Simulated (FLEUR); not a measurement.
Band structure of Sn₂Pt (Fm-3m, 3 atoms in the cell).

```
CELL_PARAMETERS angstrom
      0.00000     3.24309     3.24309
      3.24309     0.00000     3.24309
      3.24309     3.24309     0.00000
ATOMIC_POSITIONS crystal
  Sn 0.75000 0.75000 0.75000
  Sn 0.25000 0.25000 0.25000
  Pt 0.00000 0.00000 0.00000
```

Computed with LDA (Perdew-Zunger), all-electron FLAPW (FLEUR), scalar-relativistic valence.

Settings: Kmax = 4.1 1/bohr; GmaxXC = 12.3 1/bohr; xcFunctional = pz; jspins = 1; l_soc = F; mode = hist; fermiSmearingEnergy = 0.00999582 Htr; mesh (inpgen div1-3) = 12 12 12; inpgen gamma flag = true; Gmax = 12.3 1/bohr; numbands = 0; maxIterBroyd = 15; imix = Anderson; alpha = 0.05.

The starting cell comes from a database of computed structures (which also holds hypothetical and non-ambient phases and stackings), without a prior relaxation at this level. Spin-orbit coupling is off. Spin polarisation is off. Values depend on the basis (sphere radii, cutoffs, local orbitals), which need not be converged.

Levels in eV from the Fermi level, bands 19 to 26:
```csv
point,19,20,21,22,23,24,25,26
Γ,-3.44,-3.13,2.40,2.40,2.40,2.74,2.74,2.74
X,-3.36,-3.33,-3.21,-3.21,-0.62,2.15,6.93,6.93
W,-3.53,-3.53,-3.33,-2.09,2.12,2.12,4.28,5.12
K,-3.82,-3.46,-2.83,-2.12,0.28,3.62,4.57,4.97
L,-3.40,-3.40,-0.56,-0.56,0.71,0.82,2.77,2.77
U,-3.82,-3.46,-2.83,-2.12,0.28,3.62,4.57,4.97
```
